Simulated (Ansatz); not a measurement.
## TaRu (P4/mmm): band-structure transport figures

Consider the following.

```
CELL_PARAMETERS angstrom
      2.13654    -2.13658     0.00000
      2.13654     2.13658     0.00000
      0.00000     0.00000     3.39167
ATOMIC_POSITIONS crystal
  Ta 0.50000 0.50000 0.50000
  Ru 0.00000 0.00000 0.00000
```

Method: PBEsol, rigid bands (plane waves, PAW, scalar-relativistic; Ansatz, a program for electronic structure). How the cell was made: cell and atoms relaxed with PBEsol.

| Property | Value |
|---|---|
| density of states at the Fermi level | 1.93 states/(eV·cell), both spins |
| bare Sommerfeld coefficient | 2.3 mJ/(mol of atoms·K²) |
| Drude plasma energy | 7.0 (x), 7.0 (y), 7.3 (z) eV |
| root-mean-square Fermi velocity | 5.5e5 m/s |
| resistivity times τ | 10.1 (x), 10.1 (y), 9.1 (z) ×10⁻²² Ω·m·s |

A metal at this level (no band gap); rigid bands, thermally averaged at 300 K, both spins. Spin-orbit coupling is left out, which matters with elements this heavy. τ is one relaxation time for all states.

Formula and space group known from diffraction (Crystallography Open Database), not checked to be the room-temperature form: TaRu (P4/mmm).
